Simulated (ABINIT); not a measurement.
**Pressure against volume in wurtzite AlN (space group 186) (ABINIT, PBEsol)**

```
AlN
1.0
    3.01970     0.00000     0.00000
   -1.50985     2.61514     0.00000
    0.00000     0.00000     4.83541
Al N
2 2
Direct
  0.33333   0.66667   0.00000
  0.66667   0.33333   0.50000
  0.33333   0.66667   0.38200
  0.66667   0.33333   0.88200
```

Level of theory: PBEsol, norm-conserving pseudopotentials (PseudoDojo nc-sr-04 PBEsol standard) (plane waves; ABINIT). Settings: pseudos = [Al.upf, N.upf]; ecut = 1497 eV; occopt = 3; tsmear = 0.01 eV; ngkpt = 12 12 7; nshiftk = 1; shiftk = 0 0 0; potentials = PseudoDojo nc-sr-04 PBEsol standard; nband = 13; kptopt = 1; nstep = 60; toldfe = 1e-09 Ha. The cell above is the first row's. The rows scale it uniformly. In all rows fractional positions and the k mesh are held.

```
V (Å^3/atom)  P (GPa)
------------  -------
9.546               ?
9.754           16.01
9.961           10.71
10.169           5.90
10.376           1.54
10.584          -2.42
10.791          -6.01
10.999          -9.27
11.206         -12.22
```

### Question
Fit P against V with a cubic, and predict the withheld value at V = 9.546.

### Answer
With u = V - 10.5, the rows have u = -0.7460, -0.5390, -0.3310, -0.1240, 0.0840, 0.2910, 0.4990, 0.7060. Least squares gives P = -0.872 - 18.8822·u + 4.4802·u² - 0.7182·u³. Residuals (row less fit): 0.004, -0.010, 0.005, 0.000, 0.007, -0.005, -0.002, 0.002; standard error 0.007 (degrees of freedom: 4). The fitted pressure is zero at V0 = 10.45, where dP/dV = -19.30, so B0 = -V0·dP/dV = 202 GPa. At the withheld row, u = -0.9540, so P = -0.872 - 18.8822 × (-0.9540) + 4.4802 × (-0.9540)² - 0.7182 × (-0.9540)³ = 21.843 GPa. The calculation gives 21.86 GPa, 0.017 GPa above the prediction (under 0.05 % of the range of P in the table). The row lies outside the fitted rows, so this is an extrapolation. From the scatter of the fitted rows alone, a prediction at this place has a standard error of 0.020 GPa, so the miss is 0.9 times that.

Carrying the step between the two nearest rows on in a straight line would have given 21.34, off by 0.52; series whose last step already gives the withheld value aren't shown. The scan was laid around a cell of about the measured size, scaled by a guess for this functional; axis ratios and inner coordinates come from that cell. The runs keep the symmetry of the cell, so they don't test it for distortions. The shape of the cell and the inner coordinates aren't relaxed, so V0 and B0 belong to this uniform scaling; a relaxed crystal lies no higher in energy and is usually softer (forces reach 0.03 eV/Å in these rows). Cutoffs and mesh are single choices, not tested for convergence of this quantity. Series with a scatter that would blur these digits, or in which a gap closes, are not shown.
